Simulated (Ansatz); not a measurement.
# Element substitutions in HfO2

The parent structure is HfO2 (space group Pca2_1, No. 29).

```
CELL_PARAMETERS angstrom
      5.22895     0.00000     0.00000
      0.00000     5.01801     0.00000
      0.00000     0.00000     5.04222
ATOMIC_POSITIONS crystal
  Hf 0.03290 0.26755 0.24736
  Hf 0.96710 0.73245 0.74736
  Hf 0.53290 0.73245 0.24736
  Hf 0.46710 0.26755 0.74736
  O  0.36801 0.07170 0.10976
  O  0.63199 0.92830 0.60976
  O  0.86801 0.92830 0.10976
  O  0.13199 0.07170 0.60976
  O  0.23396 0.54030 0.99888
  O  0.76604 0.45970 0.49888
  O  0.73396 0.45970 0.99888
  O  0.26604 0.54030 0.49888
```

Each row replaces one element on all its sites; cell and atoms are relaxed.

The values are results of plane-wave PAW DFT at the PBEsol level (Ansatz, a first-principles code, 420 eV), without spin-orbit coupling, earlier PAW set, not measurements.

| case | band gap | space group | shortest interatomic distance | density |
|---|---|---|---|---|
| base | 4.36 eV | Pca2_1 (No. 29) | 2.030 Å | 10.57 g/cm³ |
| O → Cl | zero | Pbcn (No. 60) | 2.519 Å | ? |
| Hf → Mg | zero | ? | 1.900 Å | 3.32 g/cm³ |
| Hf → W | ? | Cmc2_1 (No. 36) | 2.004 Å | 10.96 g/cm³ |

Q: Some entries are withheld; estimate them.

A: 
- O → Cl, density: 6.59 g/cm³
- Hf → Mg, space group: I4/mmm (No. 139)
- Hf → W, band gap: 0.13 eV

With Hf and W present, leaving out spin-orbit coupling can change the band edges. Stability against distortions was not tested. As relaxed here, HfCl2, MgO2 and WO2 are hypothetical phases, not in the database extracts checked. The final runs are not spin-polarised. This is not the structure that HfO2 has at room temperature and ambient pressure. A zero or small gap of HfCl2 and WO2 can be the functional's error rather than a property of the material.
